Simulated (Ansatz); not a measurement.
# Converging the k-point mesh: Na (Im-3m, 1 atom in the cell)

```yaml
crystal:
  lattice:
    - [-2.14065, 2.14065, 2.14065]
    - [2.14065, -2.14065, 2.14065]
    - [2.14065, 2.14065, -2.14065]
  atoms:
    - { symbol: Na, position: [0.00000, 0.00000, 0.00000] }
```

Computed with PBE (plane waves, PAW; Ansatz, an electronic-structure program).

Base settings: basis.ecutwfc = 420 eV; kpoints.mp_grid.grid = 11 11 11; hamiltonian.xc = pbe; hamiltonian.pseudopotentials = {kind: paw} (the program's default PAW files); scf.occupations.method = fermi_dirac; scf.occupations.width = 0.1 eV.

The second cell is the first with its lattice scaled by 0.98.

Only quantities that move along the ladder and can be compared are tabulated.

The count of work is k-points × plane waves × bands × iterations; it is no time. 

The starting cell has typed, rounded lattice constants, without a prior relaxation at this level. Its lattice was rescaled by up to half a per cent. Ansatz's pressure includes its estimate of the finite-basis (Pulay) stress.

```csv
kpoints.mp_grid.grid,free energy less the last step's (meV/atom),energy of the compressed cell less the first (meV/atom),pressure (GPa),count of work / last
2 2 2,910.71,23.81,1.36,0.0026
3 3 3,-140.04,-8.11,-0.75,0.0035
4 4 4,77.79,1.26,-0.13,0.0070
5 5 5,-4.59,-2.75,-0.39,0.0088
6 6 6,18.80,-1.68,-0.32,0.014
7 7 7,-2.52,-2.94,-0.41,0.018
8 8 8,6.06,-2.51,-0.38,0.025
9 9 9,-3.58,-3.11,-0.42,0.031
10 10 10,2.51,-2.70,-0.39,0.041
11 11 11,-1.36,-3.01,-0.41,0.049
13 13 13,0.31,-2.86,-0.40,0.074
14 14 14,-0.22,-2.90,-0.40,0.091
16 16 16,-0.24,-2.92,-0.40,0.13
17 17 17,0.16,-2.88,-0.40,0.14
19 19 19,0.08,-2.88,-0.40,0.19
21 21 21,0.09,-2.88,-0.40,0.25
23 23 23,0.05,-2.88,-0.40,0.32
26 26 26,0.01,-2.89,-0.40,0.45
29 29 29,0.00,-2.89,-0.40,0.60
32 32 32,0.01,-2.89,-0.40,0.79
35 35 35,0.00,-2.89,-0.40,1.0
```

Coarsest kpoints.mp_grid.grid that holds the energy of the compressed cell less the first within 2 meV/atom of the last step, with all finer ones: 5 5 5, at 0.0088 of the last step's count of work; the step before is off by 4.2 meV/atom.

Coarsest kpoints.mp_grid.grid that holds the free energy within 5 meV/atom of the last step, with all finer ones: 9 9 9, at 0.031 of the last step's count of work; the step before is off by 6.1 meV/atom.

Coarsest kpoints.mp_grid.grid that holds the pressure within 0.2 GPa of the last step, with all finer ones: 5 5 5, at 0.0088 of the last step's count of work; the step before is off by 0.28 GPa.

The energy difference between the two cells stays within 1 meV/atom of the last step's from 7 7 7 on, the total only from 13 13 13 on: much of the error is common to both cells and cancels.

Keys are those of Ansatz 0.2.
